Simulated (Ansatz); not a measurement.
The parent structure is MgS in the rock salt structure (space group Fm-3m, No. 225).

```xyz
2
Lattice="0.0000 2.5646 2.5646 2.5646 0.0000 2.5646 2.5646 2.5646 0.0000" Properties=species:S:1:pos:R:3 pbc="T T T"
Mg     0.0000     0.0000     0.0000
S      2.5646     2.5646     2.5646
```

Cartesian axes are those of the cell as printed.

Method: LDA (Ansatz, an electronic-structure program, PAW, no SOC).

Modification: every lattice vector is shortened by 2.50 %, atoms relaxed at fixed cell.

Task: Predict the stress tensor and what it implies for the stiffness.

Result: Stress of the strained cell less that of the base (GPa, compression positive):
```
   7.38    0.00    0.00
   0.00    7.38    0.00
   0.00    0.00    7.38
```

Then B = −ΔP/(ΔV/V₀) with ΔV/V₀ = -0.0731 gives secant stiffness values (nonlinear terms included at this strain): B ≈ 101 GPa.

As a check, the harmonic strain energy −½ V₀ Δσ:ε is 29 meV/atom; the computed energy rise is 27 meV/atom.

Stability against distortions was not tested.
